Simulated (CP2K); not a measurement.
A self-consistent single point of W₂SeS₃ (P3m1, 12 atoms in the cell) with CP2K.

Method: LDA (Pade form), GPW, DZVP-MOLOPT-SR-GTH basis, GTH-PADE potentials (GTH_POTENTIALS) in CP2K.

```
CELL_PARAMETERS angstrom
      3.21517     0.00000     0.00000
     -1.60759     2.78442     0.00000
      0.00000     0.00000    35.12253
ATOMIC_POSITIONS crystal
  W  0.00000 0.00000 0.09475
  W  0.00000 0.00000 0.46918
  W  0.33333 0.66667 0.28183
  W  0.33333 0.66667 0.65715
  Se 0.00000 0.00000 0.70557
  Se 0.00000 0.00000 0.60874
  S  0.00000 0.00000 0.32596
  S  0.33333 0.66667 0.05065
  S  0.33333 0.66667 0.42506
  S  0.33333 0.66667 0.13886
  S  0.33333 0.66667 0.51327
  S  0.00000 0.00000 0.23772
```

Reference input (self-consistent single point, DFT LDA (Pade form), GPW, DZVP-MOLOPT-SR-GTH basis, GTH-PADE potentials (GTH_POTENTIALS)): CUTOFF = 500 Ry; REL_CUTOFF = 40 Ry; KPOINTS/SCHEME = MONKHORST-PACK 6 6 1; GAMMA_CENTERED = T; XC_FUNCTIONAL = PADE; W/BASIS_SET = DZVP-MOLOPT-SR-GTH; W/POTENTIAL = GTH-PADE-q14; Se/BASIS_SET = DZVP-MOLOPT-SR-GTH; Se/POTENTIAL = GTH-PADE-q6; S/BASIS_SET = DZVP-MOLOPT-SR-GTH; S/POTENTIAL = GTH-PADE-q6; METHOD = GPW. This run's input differs from it in these lines:

```diff
@@ -36,4 +36,3 @@
     &KPOINTS
-      SCHEME MONKHORST-PACK 6 6 1
-      GAMMA_CENTERED T
+      SCHEME MONKHORST-PACK 5 5 1
     &END KPOINTS
```

The program printed (abridged):

```
 SCF WAVEFUNCTION OPTIMIZATION

  Step     Update method      Time    Convergence         Total energy    Change
     1 NoMix/Diag. 0.20E+00      -     0.99242730      -355.4590232861 -3.55E+02
     2 Broy./Diag. 0.20E+00      -     0.03402238      -354.4260267713  1.03E+00
     3 Broy./Diag. 0.20E+00      -     0.07399330      -354.0736103541  3.52E-01
     4 Broy./Diag. 0.20E+00      -     0.01824856      -353.5087567835  5.65E-01
     5 Broy./Diag. 0.20E+00      -     0.00541302      -353.7806114283 -2.72E-01
     6 Broy./Diag. 0.20E+00      -     0.00160976      -353.8258802438 -4.53E-02
   [... 28 lines left out ...]
    35 Broy./Diag. 0.20E+00      -     0.00000039      -353.8233404974  2.40E-07
    36 Broy./Diag. 0.20E+00      -     0.00000027      -353.8233413167 -8.19E-07
    37 Broy./Diag. 0.20E+00      -     0.00000019      -353.8233413791 -6.24E-08
    38 Broy./Diag. 0.20E+00      -     0.00000008      -353.8233407781  6.01E-07
  *** SCF run converged in    38 steps ***

  Overlap energy of the core charge distribution:               0.00000002392791
  Self energy of the core charge distribution:               -594.46231439233554
  Core Hamiltonian energy:                                    131.60117164014000
  Hartree energy:                                             157.27507835158593
  Exchange-correlation energy:                                -48.23727640146726

  Total energy:                                              -353.82334077814892

                     Mulliken Population Analysis

 #  Atom  Element  Kind  Atomic population                           Net charge
       1     W        1         14.637781                             -0.637781
       2     W        1         14.648775                             -0.648775
   [... lines left out ...]

 STRESS| Analytical stress tensor [bar]
 STRESS|                        x                   y                   z
 STRESS|      x       -8.15842575350E+04  -8.68982492251E-02  -1.02337454356E-03
 STRESS|      y       -8.68982492251E-02  -8.15844111039E+04  -1.03642729258E-01
 STRESS|      z       -1.02337454356E-03  -1.03642729258E-01  -4.41149198068E+04
 STRESS| 1/3 Trace                                            -6.90945294819E+04
```

The run converged in 38 iterations. Against the reference run the free energy falls by 1.0 meV/atom, the pressure hardly changes (-6.98 to -6.91 GPa), the largest force hardly changes (0.481 to 0.488 eV/Å) and the gap on the mesh goes from 0.953 to 1.430 eV.

The starting cell comes from a database of computed structures (which also holds hypothetical and non-ambient phases and stackings), without a prior relaxation at this level. Spin-orbit coupling is off. Values carry the incompleteness of an atom-centred basis. Another mesh or the band path of this cell gives a smaller gap, so this value is not converged in the mesh.

Cost on one core of a shared machine: roughly 3 min.
